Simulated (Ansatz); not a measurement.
## InSb: I on a Sb site, symmetric start

Take a 24-atom supercell of InSb in the zinc blende structure (space group F-43m, No. 216; a = 6.5198 Å) at its relaxed geometry as the base.

Now apply this change: one Sb atom is replaced by I, atoms relaxed at fixed cell.

Computed with Kohn–Sham DFT with the PBEsol functional, run in Ansatz (a program for electronic structure) with PAW and 420 eV plane waves, no SOC, earlier PAW set. Γ-centred 5×3×5 mesh, Fermi–Dirac width 0.05 eV.

The pressure goes from zero to 1.4 GPa and the largest displacement of a host atom from its site in the perfect cell comes out as 0.49 Å. The shift of the substituted atom off its lattice site amounts to 0.35 Å.

Final structure:

```
CELL_PARAMETERS angstrom
      0.00000     6.51978     6.51978
      6.51978    -6.51978     6.51978
      6.51978     6.51978     0.00000
ATOMIC_POSITIONS crystal
  I  0.50000 0.22191 0.50000
  Sb 0.49670 0.25248 0.00165
  Sb 0.66633 0.58825 0.66633
  Sb 0.66633 0.58825 0.16734
  Sb 0.83333 0.91967 0.83333
  Sb 0.84375 0.91655 0.32813
  Sb 0.00165 0.25248 0.49670
  Sb 0.00165 0.25248 0.00165
  Sb 0.16734 0.58825 0.66633
  Sb 0.16667 0.58451 0.16667
  Sb 0.32813 0.91655 0.84375
  Sb 0.32813 0.91655 0.32813
  In 0.99758 0.00414 0.99758
  In 0.99758 0.00414 0.50483
  In 0.16667 0.33828 0.16667
  In 0.14928 0.34052 0.67536
  In 0.33202 0.66731 0.33202
  In 0.33202 0.66731 0.83595
  In 0.50483 0.00414 0.99758
  In 0.50000 0.95887 0.50000
  In 0.67536 0.34052 0.14928
  In 0.67536 0.34052 0.67536
  In 0.83595 0.66731 0.33202
  In 0.83333 0.66903 0.83333
```

Cost of the whole job for the changed cell (relaxation, final SCF and bands): roughly 50 core-minutes.

The cell is small, so the values are those of an ordered compound at a high defect concentration; dilute-limit values will differ. The defect started on the symmetric site and kept its symmetry, so it may sit on a saddle. The final runs are not spin-polarised. The defect cell is not spin-polarised.
